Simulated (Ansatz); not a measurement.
Results of rVV10 (plane waves, PAW; Ansatz, a program for electronic structure) for CaC6 (R-3m, No. 166, 7 atoms in the cell).

Settings: plane-wave cutoff 520 eV, 16×16×16 k mesh, Fermi–Dirac smearing 0.05 eV, scalar-relativistic PAW data made under PBE.

Cell (relaxed at this level):

```cif
data_C6Ca
_chemical_formula_sum 'Ca1 C6'
_space_group_name_H-M_alt 'P 1'
_space_group_IT_number 1
_cell_length_a 5.17390
_cell_length_b 5.17390
_cell_length_c 5.17390
_cell_angle_alpha 49.687
_cell_angle_beta 49.687
_cell_angle_gamma 49.687
loop_
_space_group_symop_operation_xyz
  'x, y, z'
loop_
_atom_site_label
_atom_site_type_symbol
_atom_site_fract_x
_atom_site_fract_y
_atom_site_fract_z
_atom_site_occupancy
Ca1 Ca 0.00000 0.00000 0.00000 1
C1 C 0.16671 0.83329 0.50000 1
C2 C 0.50000 0.16671 0.83329 1
C3 C 0.83329 0.50000 0.16671 1
C4 C 0.83329 0.16671 0.50000 1
C5 C 0.50000 0.83329 0.16671 1
C6 C 0.16671 0.50000 0.83329 1
```

**Question.** Give the computed bulk modulus B0.

**Answer.** 
* **bulk modulus B0**: 99.8 GPa

The run finds no gap.

Note: the relaxation could not lower the start's symmetry, so the cell can be a saddle point above a distorted one; the bulk modulus comes from volumes at which shape and atoms were relaxed.

Computed values are for the static lattice.
